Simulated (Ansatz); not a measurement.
A computed series for TiO2: pressure series

The reference is TiO$_{2}$ in the anatase structure (space group I4_1/amd, No. 141).

```cif
data_O4Ti2
_chemical_formula_sum 'Ti2 O4'
_space_group_name_H-M_alt 'P 1'
_space_group_IT_number 1
_cell_length_a 5.54453
_cell_length_b 5.54453
_cell_length_c 5.54453
_cell_angle_alpha 139.933
_cell_angle_beta 139.933
_cell_angle_gamma 57.955
loop_
_space_group_symop_operation_xyz
  'x, y, z'
loop_
_atom_site_label
_atom_site_type_symbol
_atom_site_fract_x
_atom_site_fract_y
_atom_site_fract_z
_atom_site_occupancy
Ti1 Ti 0.50000 0.50000 0.00000 1
Ti2 Ti 0.25000 0.75000 0.50000 1
O1 O 0.29355 0.29355 0.00000 1
O2 O 0.04355 0.54355 0.50000 1
O3 O 0.45645 0.95645 0.50000 1
O4 O 0.70645 0.70645 0.00000 1
```

Cell and atoms are relaxed at each pressure.

Computed with DFT with PBE, PAW potentials and a 420 eV plane-wave cutoff in Ansatz (a quantum-chemistry and plane-wave program), without spin-orbit coupling.

Candidates:
(a) pressure 1.8 GPa
(b) pressure −1 GPa
(c) pressure 30 GPa
(d) pressure 4.2 GPa
(e) pressure 9 GPa

Before the change:

The c/a ratio comes out as 2.554.

**Question.** Order them by c/a ratio, lowest first.

**Answer.** (c) pressure 30 GPa (2.310), (e) pressure 9 GPa (2.483), (d) pressure 4.2 GPa (2.522), (a) pressure 1.8 GPa (2.541), (b) pressure −1 GPa (2.561)

Load acts through the strain it causes; cell and atoms are relaxed under it. Whether these cells are dynamically stable was not tested. Competing high-pressure phases were not computed. The final runs are not spin-polarised.
